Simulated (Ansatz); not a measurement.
Phonon-limited resistivity of Be5Sc (P6/mmm) against temperature in μΩ·cm, Ansatz (a first-principles code) with PBEsol, DFPT electron-phonon coupling, linearised Boltzmann equation, harmonic crystal at a fixed cell. x, y and z are the axes of this cell:
```
Be5Sc
1.0
    4.49114     0.00000     0.00000
   -2.24557     3.88944     0.00000
    0.00000     0.00000     3.50971
Sc Be
1 5
Direct
  0.00000   0.00000   0.00000
  0.33333   0.66667   0.00000
  0.66667   0.33333   0.00000
  0.50000   0.00000   0.50000
  0.50000   0.50000   0.50000
  0.00000   0.50000   0.50000
```

| T | ρ (x, y) | ρ (z) |
|---|---|---|
| 50 K | 0.089 | 0.080 |
| 77 K | 0.46 | 0.42 |
| 100 K | 1.03 | 0.92 |
| 150 K | [?] | 2.5 |
| 200 K | [?] | 4.7 |
| 250 K | 9.2 | 7.2 |
| 273 K | 10.7 | 8.4 |
| 300 K | 12.6 | 9.8 |
| 350 K | 15.9 | 12.4 |
| 400 K | 19.3 | 14.9 |
| 500 K | 26 | 20.0 |
| 600 K | 32 | 25 |
| 800 K | 45 | 35 |

Question: Fill in the missing entries.

Answer: 
- 150 K, ρ (x, y): 3.1
- 200 K, ρ (x, y): 5.9

A metal at this level (no band gap). Only scattering by harmonic phonons is included (no impurities, grain boundaries, electron-electron scattering or thermal expansion). Spin-orbit coupling is left out. Halving the electron mesh (24x24x24) moves the resistivity by up to 8 %. Smearing 0.20 eV; phonons on a 4x4x4 q mesh, which this run doesn't test and which matters most at low temperature.

Computed structure with no diffraction record at hand here (it may be known, metastable or hypothetical): Be5Sc (P6/mmm).
